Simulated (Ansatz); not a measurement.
Consider MgS in the rock salt structure (space group Fm-3m, No. 225; a = 5.182 Å).

Calculations: PBEsol (Ansatz, a quantum-chemistry and plane-wave program; PAW; 420 eV plane waves; no SOC).

Before the change:

The valley order is X along ⟨100⟩ 2.73 eV; Γ 3.69 eV.

It is then changed as follows: 0.0244 electrons added to each cell, a density of 7.0×10^20 cm⁻³, with a uniform compensating background at fixed cell and a 300 K Fermi–Dirac width.

Task: What happens to the Fermi level from band edge and valley order?

Result: The Fermi level relative to the doped band's edge (positive inside the band; to 0.05 eV) comes out as +0.35 eV; the valley order (the lowest conduction-band minima on the path, energy above the VBM, named in the base's zone) is still X along ⟨100⟩ 2.73 eV; Γ 3.69 eV.

Carriers are added with a uniform compensating background; total energy and stress of such cells depend on the potential's zero and are not compared; many-body gap narrowing is missing at this level. The levels and masses belong to the bands next to the band gap. Whether these cells are dynamically stable was not tested.
